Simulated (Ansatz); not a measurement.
# MgO, pressure series

The parent structure is MgO in the rock salt structure (space group Fm-3m, No. 225; a = 4.2044 Å).

Cell and atoms are relaxed at each pressure.

All numbers come from DFT with r2SCAN, PAW potentials and a 500 eV plane-wave cutoff in Ansatz (a first-principles code), spin-orbit coupling left out.

Two rows of this table had their results exchanged by mistake.

```csv
pressure,volume per atom (Å³),shortest distance (Å),band gap
pressure −2 GPa,9.41,2.111,5.56 eV
pressure −1 GPa,8.60,2.049,6.51 eV
pressure 0.9 GPa,9.24,2.098,5.74 eV
pressure 2.1 GPa,9.18,2.094,5.81 eV
pressure 4.5 GPa,9.06,2.084,5.95 eV
pressure 9 GPa,8.85,2.068,6.20 eV
pressure 15 GPa,9.35,2.106,5.62 eV
pressure 22.5 GPa,8.34,2.028,6.86 eV
pressure 30 GPa,8.11,2.009,7.19 eV
```

Task: Which two?

Result: The rows for pressure −1 GPa and pressure 15 GPa: the volume has to fall steadily with pressure, so 9.35 Å³ belongs to pressure −1 GPa and 8.60 Å³ to pressure 15 GPa.

Load acts through the strain it causes; cell and atoms are relaxed under it. Stability against distortions was not tested. No other phases were tried under pressure.
